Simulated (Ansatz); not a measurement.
BeSe, pressure series

Base system: BeSe in the zinc blende structure (space group F-43m, No. 216).

```xyz
2
Lattice="0.0000 2.5888 2.5888 2.5888 0.0000 2.5888 2.5888 2.5888 0.0000" Properties=species:S:1:pos:R:3 pbc="T T T"
Se     3.8832     3.8832     3.8832
Be     0.0000     0.0000     0.0000
```

Cell and atoms are relaxed at each pressure.

The values are results of Kohn–Sham DFT with the PBE functional, run in Ansatz (a program for electronic structure) with PAW and 420 eV plane waves, no SOC, earlier PAW set, not measurements.

Candidates:
(a) pressure 0.9 GPa
(b) pressure 4.5 GPa
(c) pressure 9 GPa

Base values:

```
Quantity              Result
-------------------  -------
Smallest direct gap  4.22 eV
```

Order them by smallest direct gap, lowest first.

(a) pressure 0.9 GPa (4.31 eV), (b) pressure 4.5 GPa (4.63 eV), (c) pressure 9 GPa (4.91 eV)

Load acts through the strain it causes; cell and atoms are relaxed under it. No phonon test of stability was made. Competing high-pressure phases were not computed.
